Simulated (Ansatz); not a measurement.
Consider the following.

```yaml
crystal:
  lattice:
    - [4.12426, 0.00000, 0.00000]
    - [-2.06213, 3.57172, 0.00000]
    - [0.00000, 0.00000, 6.70920]
  atoms:
    - { symbol: Cd, position: [0.66667, 0.33333, 0.50020] }
    - { symbol: Cd, position: [0.33333, 0.66667, 0.00020] }
    - { symbol: S, position: [0.66667, 0.33333, 0.87680] }
    - { symbol: S, position: [0.33333, 0.66667, 0.37680] }
```

These are PBEsol, rigid bands (plane waves, PAW, scalar-relativistic; Ansatz, a quantum-chemistry and plane-wave program) values and carry that method's errors. How the cell was made: cell and atoms relaxed with PBEsol.

What conductivity effective mass do dilute holes have at 300 K?

1.10 (x), 1.10 (y), 1.45 (z) mₑ.

What conductivity effective mass do dilute electrons have at 300 K?

0.136 (x), 0.136 (y), 0.127 (z) mₑ.

And the band gap?

1.09 eV at this level; semilocal functionals usually fall short of the measured gap.

Rigid bands, one relaxation time for all states, no polarons. Spin-orbit coupling is left out; where it splits the top of the valence band it changes the hole mass and lowers the gap by about a third of the splitting.
